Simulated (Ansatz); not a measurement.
The reference is WSi2 (space group I4/mmm, No. 139; a = 3.2289 Å, c = 7.8697 Å; relaxed with 0.1 eV smearing). Axes: x, y, z lie along a, b, c of the conventional cell.

All numbers come from Kohn–Sham DFT with the PBE functional, run in Ansatz (a program for electronic structure) with PAW and 420 eV plane waves, no SOC.

For the base:

| Item | Result |
|---|---|
| Shortest interatomic distance | 2.605 Å |
| Pressure | 0.0 GPa |

One thing is altered: uniaxial strain ε_zz = +1.00 %, all other strain components held at zero; the atoms relax in the strained cell.

**Question.** Predict the new shortest interatomic distance, energy relative to the base and pressure.

**Answer.** The shortest interatomic distance increases by 0.023 Å (2.605 Å → 2.628 Å); the energy goes up by 2.2 meV/atom; the pressure (mean of the normal stresses, compression positive) goes from zero to -2.3 GPa.

No phonon test of stability was made. All final runs are without spin polarisation.
